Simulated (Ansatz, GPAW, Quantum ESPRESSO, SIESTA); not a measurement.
**Code comparison for SnSeS (P3m1, 3 atoms in the cell)**

Self-consistent single point.

```
CELL_PARAMETERS angstrom
      3.82713     0.00000     0.00000
     -1.91357     3.31439     0.00000
      0.00000     0.00000     6.47731
ATOMIC_POSITIONS crystal
  Sn 0.33333 0.66667 0.00765
  Se 0.00000 0.00000 0.75771
  S  0.66667 0.33333 0.23464
```

Shared settings, as Ansatz (a program for electronic structure) writes them: kpoints.mp_grid.grid = 5 5 3; scf.occupations.method = fixed. Potentials and cutoffs stand in the table.

| code | model | pressure (GPa) | largest force (eV/Å) | gap on the mesh (eV) | cutoff |
|---|---|---|---|---|---|
| Ansatz | LDA (PW92), PAW files made with PBE | -5.11 | 0.570 | 0.844 | default |
| SIESTA | LDA PW92, numerical atomic orbitals DZP, PseudoDojo LDA standard norm-conserving potentials (rewritten from UPF to PSML) | -4.07 | 0.258 | 0.892 | grid 400 Ry |
| GPAW | LDA (Perdew-Wang 92), GPAW PAW datasets LDA (gpaw-data 1.0.1) | -5.29 | 0.596 | 0.852 | 600 eV |
| Quantum ESPRESSO | LDA (PZ), GBRV 1.5 ultrasoft (LDA) pseudopotentials | -5.09 | 0.554 | 0.838 | 40 Ry |

Size of the force on each atom (eV/Å): Sizes of forces hide their directions.

| code | Sn1 | Se2 | S3 |
|---|---|---|---|
| Ansatz | 0.077 | 0.570 | 0.493 |
| SIESTA | 0.258 | 0.101 | 0.155 |
| GPAW | 0.080 | 0.596 | 0.515 |
| Quantum ESPRESSO | 0.073 | 0.554 | 0.480 |

Gaps are read on the mesh. Another mesh or the band path gives a smaller gap, so these values are not converged in the mesh.

The spread over the programs that give each value: pressure within 1.22 GPa; largest force within 0.338 eV/Å; gap on the mesh within 0.054 eV.

SIESTA uses small atom-centred bases, whose incompleteness enters pressures, forces and empty levels differently from a plane-wave cutoff. Ansatz's pressure is given at a fixed set of plane waves, as the other plane-wave codes print theirs. The same LDA comes in different parametrisations, which differ slightly. In the pressure, SIESTA (by 1.04) lies more than 1 GPa from the median of the plane-wave programs. In the force vectors, SIESTA (by 0.671) lies more than 0.08 eV/Å from the median of the plane-wave programs.

On the base mesh (8 8 4) the same programs gave: Ansatz pressure -5.20 GPa, gap on the mesh 0.755 eV; Quantum ESPRESSO pressure -5.17 GPa, gap on the mesh 0.748 eV; GPAW pressure -5.38 GPa, gap on the mesh 0.763 eV; SIESTA pressure -4.15 GPa, gap on the mesh 0.802 eV.

The values differ from the base mesh's, so the mesh still matters here: the table compares the programs at equal settings.

The starting cell comes from a database of computed structures (which also holds hypothetical and non-ambient phases and stackings), without a prior relaxation at this level. Its lattice was rescaled by a random factor within 2.5 % of one.

Left out of this page: CP2K (on another mesh); FLEUR (with a known weakness of the program).

Keys are those of Ansatz 0.2.
